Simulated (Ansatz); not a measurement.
Ti2CS (P6_3/mmc), PBEsol, DFPT electron-phonon coupling, linearised Boltzmann equation run with Ansatz (an electronic-structure program). Phonon-limited resistivity 14.8 μΩ·cm at 300 K along y (a = (3.17, 0.00, 0.00) Å; b = (-1.58, 2.74, 0.00) Å; c = (0.00, 0.00, 11.14) Å), current-weighted mean free path 20 nm.

Question: Estimate the resistivity of a 40 nm square wire with diffuse walls from ρ ≈ ρ₀(1 + 3ℓ/4d).

Answer: 1 + 0.75 × 20/40 = 1.38, so ρ ≈ 20.4 μΩ·cm and a line 1 μm long has 127 Ω. The formula is the free-electron limit for d well above ℓ; grain boundaries add to it.

Question: What is the classical skin depth at 10 GHz (nonmagnetic, μ₀ = 1.257×10⁻⁶ H/m)?

Answer: δ = √(ρ/(π f μ₀)) = 1940 nm.

A metal at this level (no band gap). Only scattering by harmonic phonons is included (no impurities, grain boundaries, electron-electron scattering or thermal expansion). Spin-orbit coupling is left out. Halving the electron mesh (32x32x8) moves the resistivity by up to 7 % at 300 K, the mean free path by up to 8 %. Smearing 0.20 eV; phonons on a 5x5x2 q mesh, which this run doesn't test.

Formula and space group known from diffraction (Crystallography Open Database), not checked to be the room-temperature form: Ti2CS (P6_3/mmc).
